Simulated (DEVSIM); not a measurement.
Device: illuminated GaAs p-on-n cell, one wavelength, at 250 K.

| layer (left to right) | material | thickness (μm) | Nd (cm⁻³) | Na (cm⁻³) | τn (s) | τp (s) | absorption coefficient (cm⁻¹) |
|---|---|---|---|---|---|---|---|
| 1 | GaAs | 0.300 | - | 1.2e18 | 4.2e-9 | 2.4e-8 | 14000 |
| 2 | GaAs | 1.70 | 4.1e15 | - | 6.4e-8 | 6.4e-8 | 14000 |

Left contact: ohmic, minority electron recombination velocity 1e7 cm/s. Right contact: ohmic, minority hole recombination velocity 2e6 cm/s. Voltage is applied to the left contact. Recombination: SRH at mid-gap, radiative, Auger. Light enters at the left, 1.2e17 photons cm⁻² s⁻¹, one pass, no reflection. Mobility is μmin + (μ − μmin)/(1 + (N/Nref)^α).

Constants are typed, rounded textbook-type inputs, not results; the design itself was drawn at random and stands for no fabricated device. Values at 300 K; Nc and Nv go as T^1.5, mobilities as T to minus their exponent, the gap by Varshni's rule with the affinity fixed.

```csv
parameter,GaAs
gap (eV),1.424
affinity (eV),4.07
permittivity,12.9
Nc (cm⁻³),4.7e17
Nv (cm⁻³),9e18
μn (cm²/Vs),8500
μp (cm²/Vs),400
"μn,min",500
"μp,min",20
"Nref,n",6e16
"Nref,p",1.5e17
αn,0.39
αp,0.38
T exponent of μn,2.1
T exponent of μp,2.2
B (cm³/s),2e-10
Cn (cm⁶/s),1e-30
Cp (cm⁶/s),1e-30
Varshni α (eV/K),0.000541
Varshni β (K),204
```

DEVSIM, 1D drift-diffusion, Boltzmann statistics, complete ionisation; no tunnelling, impact ionisation, image-force lowering or self-heating.

Question: Tabulate band edges, carrier densities and field at zero bias, in the dark.

Answer: Energies count from the Fermi level of the right contact; mesh points crowd at the junctions.

```tsv
x (μm)	Ec (eV)	Ev (eV)	n (cm⁻³)	p (cm⁻³)	field (V/cm)
0.000	1.409	-0.038	< 1e2	1.2e18	≈ 0
0.01608	1.409	-0.038	< 1e2	1.2e18	≈ 0
0.03881	1.409	-0.038	< 1e2	1.2e18	≈ 0
0.07656	1.409	-0.038	< 1e2	1.2e18	≈ 0
0.1500	1.409	-0.038	< 1e2	1.2e18	≈ 0
0.2141	1.409	-0.038	< 1e2	1.2e18	≈ 0
0.2526	1.409	-0.038	< 1e2	1.2e18	≈ 0
0.2862	1.408	-0.038	< 1e2	1.2e18	-2000
0.3010	1.376	-0.071	< 1e2	2.6e17	-55000
0.3167	1.309	-0.138	< 1e2	1.2e16	-38000
0.3446	1.207	-0.239	< 1e2	1.0e14	-35000
0.4060	1.000	-0.446	< 1e2	7.1e9	-32000
0.4941	0.742	-0.704	390	44000	-27000
0.6274	0.436	-1.010	5.9e8	< 1e2	-19000
0.9662	0.108	-1.338	2.4e15	< 1e2	-1800
1.362	0.096	-1.350	4.1e15	< 1e2	≈ 0
1.613	0.096	-1.350	4.1e15	< 1e2	≈ 0
1.779	0.096	-1.350	4.1e15	< 1e2	≈ 0
1.894	0.096	-1.350	4.1e15	< 1e2	≈ 0
1.947	0.096	-1.350	4.1e15	< 1e2	≈ 0
1.976	0.096	-1.350	4.1e15	< 1e2	≈ 0
2.000	0.096	-1.350	4.1e15	< 1e2	≈ 0
```
